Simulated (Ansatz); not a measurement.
This concerns the reaction energy. Reaction: CoSi (P2₁3) + Si (diamond) → CoSi2 (Fm-3m). The sign is products less reactants.

CoSi2 (Fm-3m), 3 atoms in the cell; spin state with PBE: no moments, k-point mesh 12×12×12 on the run's own vectors.
```cif
data_CoSi2
_chemical_formula_sum 'Co1 Si2'
_space_group_name_H-M_alt 'P 1'
_space_group_IT_number 1
_cell_length_a 3.79036
_cell_length_b 3.79036
_cell_length_c 3.79036
_cell_angle_alpha 60.000
_cell_angle_beta 60.000
_cell_angle_gamma 60.000
loop_
_space_group_symop_operation_xyz
  'x, y, z'
loop_
_atom_site_label
_atom_site_type_symbol
_atom_site_fract_x
_atom_site_fract_y
_atom_site_fract_z
_atom_site_occupancy
Co1 Co 0.00000 0.00000 0.00000 1
Si1 Si 0.75000 0.75000 0.75000 1
Si2 Si 0.25000 0.25000 0.25000 1
```

CoSi (P2₁3), 8 atoms in the cell; spin state with PBE: no moments, k-point mesh 8×8×8 on the run's own vectors.
```cif
data_Co4Si4
_chemical_formula_sum 'Co4 Si4'
_space_group_name_H-M_alt 'P213'
_space_group_IT_number 198
_space_group_name_Hall 'P 2ac 2ab 3'
_cell_length_a 4.43115
_cell_length_b 4.43115
_cell_length_c 4.43115
_cell_angle_alpha 90.000
_cell_angle_beta 90.000
_cell_angle_gamma 90.000
loop_
_atom_site_label
_atom_site_type_symbol
_atom_site_symmetry_multiplicity
_atom_site_Wyckoff_symbol
_atom_site_fract_x
_atom_site_fract_y
_atom_site_fract_z
_atom_site_occupancy
Co1 Co 4 a 0.14499 0.14499 0.14499 1
Si1 Si 4 a 0.84317 0.84317 0.84317 1
```

Si (diamond, Fd-3m), 2 atoms in the cell, k-point mesh 10×10×10 on the run's own vectors. Conventional cell: a = b = c = 5.470 Å, α = β = γ = 90.00°.

Plane-wave PAW calculations with Ansatz (an electronic-structure program), its PAW set soft_1, cutoff 420 eV. The structures are at rest with PBE. Neutral cells; Fermi-Dirac smearing of at most 0.05 eV in the solids, energies taken to zero width. A dispersion term (D3(BJ), or D4 for r2SCAN) was computed beside these levels and is taken off wherever the name lacks it. Space groups of crystals are read within 0.01 Å. Nuclei at rest; no vibrational terms. No structure search was made; lower ones may exist.

### Question
What is the computed value (PBE)?

### Answer
-0.19 eV, for CoSi (P2₁3) + Si (diamond) → CoSi2 (Fm-3m).
